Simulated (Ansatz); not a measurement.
## TiB2, response to strain

Consider TiB2 (space group P6/mmm, No. 191; a = 3.0173 Å, c = 3.1849 Å). Axes: x lies along a and z along c of the hexagonal cell.

Strains are applied to the cell and any free atomic positions relax; under biaxial strain the out-of-plane vector relaxes too.

The values are results of plane-wave PAW DFT at the PBEsol level (Ansatz, an electronic-structure program, 420 eV), spin-orbit coupling left out, earlier PAW set, not measurements.

Notes on the quantities. energy relative to the base: free energy F; pressure: mean of the normal stresses, compression positive.

```tsv
variant	volume per atom	energy relative to the base	pressure	space group
base	8.37 Å³	0 meV/atom	0.0 GPa	P6/mmm (No. 191)
biaxial strain −4.21 %, plane normal [001], relaxed out of plane	7.84 Å³	–	23.0 GPa	P6/mmm (No. 191)
isotropic strain −1.04 %	8.11 Å³	[?]	[?]	P6/mmm (No. 191)
isotropic strain −0.86 %	8.16 Å³	+4.8 meV/atom	7.3 GPa	P6/mmm (No. 191)
uniaxial strain ε_zz = −3.48 %	8.08 Å³	+16 meV/atom	9.0 GPa	P6/mmm (No. 191)
tensor shear ε_xz = +2.61 %	8.36 Å³	+20 meV/atom	0.9 GPa	C2/m (No. 12)
```

Task: Complete the table.

Result: 
- isotropic strain −1.04 %, energy relative to the base: +7.0 meV/atom
- isotropic strain −1.04 %, pressure: 8.9 GPa

A case with no gap was solved on a k-mesh chosen for an insulator, which is coarse for it. Without a gap, meshes like the base's 13×13×10 leave anisotropic stresses uncertain by several tenths of a GPa, and small strain energies with them. No phonon test of stability was made. The final runs are not spin-polarised.
